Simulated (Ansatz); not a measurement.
Consider the following.

```xyz
4
Lattice="3.2633 0.0000 0.0000 -1.6316 2.8261 0.0000 0.0000 0.0000 5.3169" Properties=species:S:1:pos:R:3 pbc="T T T"
Ga     0.0000     1.8840    -0.0050
Ga     1.6316     0.9420     2.6535
N      0.0000     1.8840     1.9988
N      1.6316     0.9420     4.6573
```

Method: PBE with spin-orbit coupling, rigid bands (plane waves, PAW; Ansatz, an electronic-structure program). Condition of this run: hydrostatic pressure of -12 GPa (compression positive) (the target of the relaxation). Geometry: cell and atoms relaxed with PBEsol, then loaded as said.

Task: What conductivity effective mass do dilute electrons have at 300 K?

Result: 0.150 (x), 0.150 (y), 0.136 (z) mₑ.

Task: Predict the hole conductivity mass (n e² τ/σ) at 300 K, by direction if it differs.

Result: 1.59 (x), 1.59 (y), 1.80 (z) mₑ.

Task: And the band gap?

Result: 1.43 eV at this level; semilocal functionals usually fall short of the measured gap.

Rigid bands, one relaxation time for all states, no polarons. Geometry: cell and atoms relaxed with PBEsol.
